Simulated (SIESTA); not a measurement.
# A self-consistent single point of Mg (P6_3/mmc, 2 atoms in the cell) with SIESTA

Computed with LDA PW92, numerical atomic orbitals DZP, PseudoDojo LDA standard norm-conserving potentials (rewritten from UPF to PSML) in SIESTA.

This input was run:

```
# files in the folder: Mg.psml (PseudoDojo LDA standard)
SystemName  Mg
SystemLabel mg

NumberOfAtoms                2
NumberOfSpecies              1
%block ChemicalSpeciesLabel
  1 12 Mg
%endblock ChemicalSpeciesLabel
LatticeConstant              3.200370 Ang
%block LatticeVectors
     0.500000000   -0.866025491    0.000000000
     0.500000000    0.866025491    0.000000000
     0.000000000    0.000000000    1.623052960
%endblock LatticeVectors
AtomicCoordinatesFormat      Fractional
%block AtomicCoordinatesAndAtomicSpecies
     0.333333330    0.666666670    0.250000000  1
     0.666666670    0.333333330    0.750000000  1
%endblock AtomicCoordinatesAndAtomicSpecies

XC.functional                LDA
XC.authors                   PW92
PAO.BasisSize                DZP
PAO.EnergyShift              0.01 Ry
MeshCutoff                   400 Ry
%block kgrid.MonkhorstPack
   12   0   0  0.0
    0  12   0  0.0
    0   0   7  0.0
%endblock kgrid.MonkhorstPack
OccupationFunction           FD
ElectronicTemperature        0.1 eV

MaxSCFIterations             150
SCF.Mixer.Method             Pulay
SCF.Mixer.Weight             0.2
SCF.Mixer.History            8
SCF.DM.Tolerance             1.0E-05
Diag.ParallelOverK           true
WriteForces                  true
```

Output (repeated stretches shortened):

```
reinit: Reading from file input.fdf

reinit: System Name: Mg
reinit: System Label: mg

coor:   Atomic-coordinates input format  =     Fractional

siesta: Atomic coordinates (Bohr) and species
siesta:      3.02391   1.74586   2.45398  1        1
siesta:      3.02391  -1.74586   7.36195  1        2

siesta: System type = bulk

initatomlists: Number of atoms, orbitals, and projectors:      2    18    16

siesta: ******************** Simulation parameters ****************************
redata: Spin configuration                          = none
redata: Time-Reversal Symmetry                      = T
redata: Number of Atomic Species                    =        1
redata: Mesh Cutoff                                 =   400.0000 Ry
redata: Net charge of the system                    =     0.0000 |e|
redata: Min. number of SCF Iter                     =        0
redata: Max. number of SCF Iter                     =      150
redata: SCF convergence failure will abort job
redata: SCF mix quantity                            = Hamiltonian
redata: Mix DM or H after convergence               =   F
redata: Recompute H after scf cycle                 =   F
redata: Mix DM in first SCF step                    =   T
redata: No kicks to SCF
redata: DM Mixing Weight for Kicks                  =     0.5000
redata: Require Harris convergence for SCF          =   F
redata: Harris energy tolerance for SCF             =     0.000100 eV
redata: Require DM convergence for SCF              =   T
redata: DM tolerance for SCF                        =     0.000010
redata: Require EDM convergence for SCF             =   F
redata: EDM tolerance for SCF                       =     0.001000 eV
redata: Require H convergence for SCF               =   T
redata: Hamiltonian tolerance for SCF               =     0.001000 eV
redata: Require (free) Energy convergence for SCF   =   F
redata: (free) Energy tolerance for SCF             =     0.000100 eV
redata: Using DFT-D3 dispersion                     =   F
redata: Using Saved Data (generic)                  =   F
redata: Method of Calculation                       = Diagonalization
redata: Electronic Temperature                      =  1160.4518 K
redata: Number of TDED substeps                     =        3
redata: Dynamics option                             = Single-point calculation
redata: Save all siesta data in one NC              =   F
redata: ***********************************************************************

%block SCF.Mixers
  Pulay
%endblock SCF.Mixers

%block SCF.Mixer.Pulay
  # Mixing method
  method pulay
  variant stable

  # Mixing options
  weight 0.2000
  weight.linear 0.2000
  history 8
%endblock SCF.Mixer.Pulay

DM_history_depth set to one: no extrapolation allowed by default for geometry relaxation
Size of DM history Fstack: 1
Total number of electrons:    20.000000
Total ionic charge:    20.000000

* ProcessorY, Blocksize:    1  19

* Orbital distribution balance (max,min):    18    18

k-point displ. along   1 input, could be:     0.00    0.50
k-point displ. along   2 input, could be:     0.00    0.50
 Kpoints in:          576 . Kpoints trimmed:          516

siesta: k-grid: Number of k-points = 516
siesta: k-points from Monkhorst-Pack grid
siesta: k-cutoff (effective) =    18.180 Ang
siesta: k-point supercell and displacements
siesta: k-grid:    12     0     0      0.000
siesta: k-grid:     0    12     0      0.000
siesta: k-grid:     0     0     7      0.000

diag: Algorithm                                     = D&C
diag: Parallel over k                               =   F
diag: Use parallel 2D distribution                  =   F
diag: Parallel block-size                           = 19
diag: Parallel distribution                         =     1 x     1
diag: Used triangular part                          = Lower
diag: Absolute tolerance                            =  0.100E-15
diag: Orthogonalization factor                      =  0.100E-05
diag: Memory factor                                 =  1.0000

superc: Internal auxiliary supercell:     5 x     5 x     3  =      75
superc: Number of atoms, orbitals, and projectors:    150   1350   1200

                        Single-point calculation

superc: Internal auxiliary supercell:     5 x     5 x     3  =      75
superc: Number of atoms, orbitals, and projectors:    150   1350   1200

outcell: Unit cell vectors (Ang):
        1.600185   -2.771602    0.000000
        1.600185    2.771602    0.000000
        0.000000    0.000000    5.194370

outcell: Cell vector modules (Ang)   :    3.200370    3.200370    5.194370
outcell: Cell angles (23,13,12) (deg):     90.0000     90.0000    120.0000
outcell: Cell volume (Ang**3)        :     46.0749
new_DM -- step:     1
Initializing Density Matrix...

Attempting to read DM from file... Failed...
DM filled with atomic data:

InitMesh: MESH = 36 x 36 x 64 = 82944
InitMesh: Mesh cutoff (required, used) =   400.000   419.562 Ry

stepf: Fermi-Dirac step function

        iscf     Eharris(eV)        E_KS(eV)     FreeEng(eV)     dDmax    Ef(eV) dHmax(eV)
   scf:    1    -3220.947619    -3224.260022    -3224.284961  0.489389 -2.957170  3.304313
   scf:    2    -3224.302635    -3224.281493    -3224.306728  0.014096 -2.983226  2.559390
   scf:    3    -3224.338888    -3224.311981    -3224.338221  0.046489 -3.071951  0.011628
   scf:    4    -3224.311954    -3224.311968    -3224.338217  0.000394 -3.075613  0.030832
   scf:    5    -3224.312003    -3224.311986    -3224.338222  0.000634 -3.075167  0.001293
   scf:    6    -3224.311987    -3224.311986    -3224.338222  0.000027 -3.075153  0.000076
mix: Pulay -- inversion failed, > SVD [rank/size] 2 / 5
   scf:    7    -3224.311986    -3224.311986    -3224.338222  0.000002 -3.075151  0.000001

SCF Convergence by DM+H criterion
max |DM_out - DM_in|         :     0.0000015575
max |H_out - H_in|      (eV) :     0.0000006955
SCF cycle converged after 7 iterations

Using DM_out to compute the final energy and forces

siesta: E_KS(eV) =            -3224.3120

siesta: E_KS - E_eggbox =     -3224.3120

siesta: Atomic forces (eV/Ang):
     1    0.000000   -0.000000    0.000000
     2   -0.000000    0.000000    0.000000
   Tot   -0.000000   -0.000000    0.000000
   Max    0.000000
   Res    0.000000    sqrt( Sum f_i^2 / 3N )
   Max    0.000000    constrained

Stress tensor Voigt[x,y,z,yz,xz,xy] (kbar):       14.30       14.30       17.54       -0.00       -0.00       -0.00
(Free)E + p*V (eV/cell)    -3224.7805
Target enthalpy (eV/cell)    -3224.3382

siesta: Program's energy decomposition (eV):
siesta: Ebs     =      -896.984819
siesta: Eions   =      3933.755246
siesta: Ena     =       259.110278
siesta: Ekin    =      1831.233636
siesta: Enl     =      -983.857098
siesta: Eso     =         0.000000
siesta: Edftu   =         0.000000
siesta: DEna    =        19.105258
siesta: DUscf   =         0.545125
siesta: DUext   =         0.000000
siesta: Ex      =      -380.649593
siesta: Ec      =       -36.044347
siesta: Exc     =      -416.693940
siesta: Eharris =     -3224.311986
siesta: Etot    =     -3224.311986
siesta: FreeEng =     -3224.338222

siesta: Stress tensor (static) (eV/Ang**3):
siesta:     0.008925   -0.000000    0.000000
siesta:    -0.000000    0.008925    0.000000
siesta:    -0.000000   -0.000000    0.010949

siesta: Cell volume =         46.074851 Ang**3

siesta: Pressure (static):
siesta:                Solid            Molecule  Units
siesta:          -0.00010456         -0.00010456  Ry/Bohr**3
siesta:          -0.00959992         -0.00959992  eV/Ang**3
siesta:         -15.38077084        -15.38076173  kBar
```

The run converged in 7 iterations.

The starting cell has typed, rounded lattice constants, without a prior relaxation at this level. Its lattice was rescaled by up to half a per cent. Values carry the incompleteness of an atom-centred basis.
